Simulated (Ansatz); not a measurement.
# Effect of Si → Pb on RuSi

Base system: RuSi (space group P2_13, No. 198; a = 4.6896 Å).

Perturbation: full substitution Si → Pb; the structure is relaxed again.

Level of theory: PBEsol (Ansatz, a quantum-chemistry and plane-wave program, PAW, no spin-orbit coupling). Settings: 9×9×9 k-points, 0.05 eV Fermi–Dirac smearing, for the changed cell.

The volume per atom grows by 5.52 Å³ to 18.41 Å³ and the density goes up by 5.58 g/cm³ to 13.90 g/cm³. The space group stays P2_13 (No. 198) and the shortest interatomic distance increases by 35.7 pm, from 237.8 pm to 273.5 pm. The band gap becomes zero (base: 0.24 eV) (uncertain: the edges found look like a band crossing or inverted bands; the base alone).

Final structure:

```
CELL_PARAMETERS angstrom
      5.28140     0.00000     0.00000
      0.00000     5.28140     0.00000
      0.00000     0.00000     5.28140
ATOMIC_POSITIONS crystal
  Ru 0.13827 0.13827 0.13827
  Ru 0.63827 0.36173 0.86173
  Ru 0.86173 0.63827 0.36173
  Ru 0.36173 0.86173 0.63827
  Pb 0.83866 0.83866 0.83866
  Pb 0.33866 0.66134 0.16134
  Pb 0.16134 0.33866 0.66134
  Pb 0.66134 0.16134 0.33866
```

With Pb present, leaving out spin-orbit coupling can change the band edges. Stability against distortions was not tested. As relaxed here, RuPb is a hypothetical phase, not in the database extracts checked. All final runs are without spin polarisation. RuPb has a high density of states at the Fermi level and may be magnetic at this level. Gaps under 0.05 eV, about the width of the smearing, are given as zero. A zero or small gap of RuSi can be the functional's error rather than a property of the material.
